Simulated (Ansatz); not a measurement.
The starting structures come from a database of crystals and need not be the phases stable at ambient conditions.

 Where the default PAW files enter, the runs use the earlier of Ansatz's two default sets.

The decay constant κ of evanescent states in the gap governs leakage through a thin film.

Consider the following.

```
CELL_PARAMETERS angstrom
      5.11818     0.00000     0.00000
     -2.55909     4.43247     0.00000
      0.00000     0.00000     5.25814
ATOMIC_POSITIONS crystal
  K  0.66667 0.33333 0.72020
  K  0.33333 0.66667 0.27980
  Pd 0.00000 0.00000 0.00000
  C  0.00000 0.00000 0.62020
  C  0.00000 0.00000 0.37980
```

Space group of this cell: P-3m1. The cell is taken as given.

Transport runs along the normal of the first two printed cell vectors, the (001) plane of the conventional cell.

No gap correction and no spin-orbit coupling; mid-gap values are interpolated between computed energies.

**Question.** Estimate the band gap and the smallest decay constant κ at mid-gap that r2SCAN run with Ansatz (an electronic-structure program) returns for this system.

**Answer.** Gap 1.56 eV on a 12×12×6 mesh; κ = 0.142 1/Å, at (0.500, 0.000) of the in-plane reciprocal vectors. At the zone centre, at the nearest computed energy, the slowest state has κ = 0.19 1/Å.
